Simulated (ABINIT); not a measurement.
Worked example: self-consistent single point of GaTc (P-6m2, 2 atoms in the cell) in ABINIT.

Method: LDA (PW92), PAW (JTH v2.0 LDA PAW) (plane waves; ABINIT).

```
CELL_PARAMETERS angstrom
      2.83371     0.00000     0.00000
     -1.41686     2.45407     0.00000
      0.00000     0.00000     4.04042
ATOMIC_POSITIONS crystal
  Ga 0.66667 0.33333 0.50000
  Tc 0.33333 0.66667 0.00000
```

Reference input (self-consistent single point, DFT, PBEsol, plane waves, PAW (JTH v2.0 PBE PAW, files made for PBE)): pseudos = [Ga.GGA_PBE-JTH.xml, Tc.GGA_PBE-JTH.xml]; ecut = 20 Ha; pawecutdg = 40 Ha; pawxcdev = 0; ixc = -116133; occopt = 3; tsmear = 0.00499791 Ha; ngkpt = 11 11 7; nshiftk = 1; shiftk = 0 0 0; potentials = JTH v2.0 PBE PAW; nband = 19. This run's input differs from it in these lines:

```diff
@@ -1,4 +1,4 @@
-# GaTc, JTH v2.0 PBE PAW
+# GaTc, JTH v2.0 LDA PAW
 pp_dirpath "./"
-pseudos "Ga.GGA_PBE-JTH.xml, Tc.GGA_PBE-JTH.xml"
+pseudos "Ga.LDA_PW-JTH.xml, Tc.LDA_PW-JTH.xml"
 acell 2.8337116657 2.8337116657 4.0404190000 Angstrom
@@ -18,3 +18,2 @@
 pawxcdev 0
-ixc -116133
 occopt 3
```

Its files differ too (potentials: JTH v2.0 PBE PAW → JTH v2.0 LDA PAW).

Output, abridged:

```
--- !BeginCycle
solver: {iscf: 17, nstep: 100, nline: 4, wfoptalg: 10, }
tolerances: {tolvrs: 1.00E-12, }
...

     iter   Etot(hartree)      deltaE(h)  residm     nres2
 ETOT  1  -160.32321166132    -1.603E+02 1.856E+00 9.437E+00
 ETOT  2  -161.08190704739    -7.587E-01 3.500E-02 4.871E+00
 ETOT  3  -161.06629879911     1.561E-02 2.295E-02 3.841E-01
 ETOT  4  -161.06720715883    -9.084E-04 5.280E-03 1.210E-01
 ETOT  5  -161.06688035540     3.268E-04 2.502E-03 9.742E-04
   [... 4 lines left out ...]
 ETOT 10  -161.06688715393     3.926E-10 1.345E-04 4.004E-09
 ETOT 11  -161.06688715394    -9.180E-12 6.826E-05 3.257E-10
 ETOT 12  -161.06688715394     2.842E-14 2.550E-04 1.111E-11
 ETOT 13  -161.06688715394     0.000E+00 1.476E-04 7.084E-13
 At SCF step   13       nres2   =  7.08E-13 < tolvrs=  1.00E-12 =>converged.

 Cartesian components of stress tensor (hartree/bohr^3)
  sigma(1 1)=  7.89707095E-05  sigma(3 2)=  0.00000000E+00
  sigma(2 2)=  7.89707083E-05  sigma(3 1)=  0.00000000E+00
  sigma(3 3)=  2.13972867E-05  sigma(2 1)= -1.05311577E-12

 ----iterations are completed or convergence reached----

 reduced coordinates (array xred) for    2 atoms
       0.666666666700      0.333333333300      0.500000000000
       0.333333333367      0.666666666633      0.000000000000
 cartesian forces (eV/Angstrom) at end:
    1     -0.00000000000000     0.00000000000000    -0.00000000000000
    2      0.00000000000000    -0.00000000000000    -0.00000000000000
 frms,max,avg= 6.8951360E-27 1.0342704E-26   0.000E+00  0.000E+00  0.000E+00 e/A
   [... lines left out ...]
 Fermi (or HOMO) energy (hartree) =   0.46848   Average Vxc (hartree)=  -0.46487
 Fermi (or HOMO) energy (eV) =  12.74789   Average Vxc (eV)= -12.64986
   [... lines left out ...]
'-kT*entropy'       : -3.68683746472874E-03
total_energy        : -1.61066886460675E+02
total_energy_eV     : -4.38285287461647E+03
...

-Cartesian components of stress tensor (GPa)         [Pressure= -1.7588E+00 GPa]
- sigma(1 1)=  2.32339810E+00  sigma(3 2)=  0.00000000E+00
- sigma(2 2)=  2.32339806E+00  sigma(3 1)=  0.00000000E+00
- sigma(3 3)=  6.29529803E-01  sigma(2 1)= -3.09837305E-08

 Calculation completed.
```

The run converged in 13 iterations. Against the reference run the pressure goes from 3.44 to -1.76 GPa.

The starting cell comes from a database of computed structures (which also holds hypothetical and non-ambient phases and stackings), without a prior relaxation at this level. Its lattice was rescaled by a random factor within 2.5 % of one. Spin polarisation is off.

Cost on one core of a shared machine: roughly 60 s.
